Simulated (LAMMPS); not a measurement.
An MD run on a melt made from Al (fcc), 2048 atoms, at 1210 K and 0 GPa, brought to that temperature within a few picoseconds.

All values are model results, not measurements: classical MD, pair style eam/alloy, file Al_zhou.eam.alloy (LAMMPS).

Task: Give number structure factor against q (1/Å) as the simulation yields it.

Result: State found: liquid.
```tsv
q (1/Å)	number structure factor
0.6800	0.035
0.8800	0.043
1.080	0.055
1.280	0.072
1.480	0.108
1.680	0.177
1.880	0.325
2.080	0.641
2.280	1.13
2.480	1.58
2.680	1.73
2.880	1.53
3.080	1.20
3.280	0.929
3.480	0.785
3.680	0.734
3.880	0.750
4.080	0.818
4.280	0.914
4.480	1.01
4.680	1.09
4.880	1.13
5.080	1.13
5.280	1.10
5.480	1.05
5.680	0.996
5.880	0.952
6.080	0.931
6.280	0.931
6.480	0.949
6.680	0.976
6.880	1.00
7.080	1.02
7.280	1.03
7.480	1.03
7.680	1.03
7.880	1.02
8.080	1.00
8.280	0.992
8.480	0.984
8.680	0.982
8.880	0.984
9.080	0.990
9.280	0.996
9.480	1.00
9.680	1.01
9.880	1.01
10.08	1.01
10.28	1.01
10.48	1.00
10.68	1.00
10.88	0.998
11.08	0.996
11.28	0.996
11.48	0.996
11.68	0.998
11.88	1.00
```
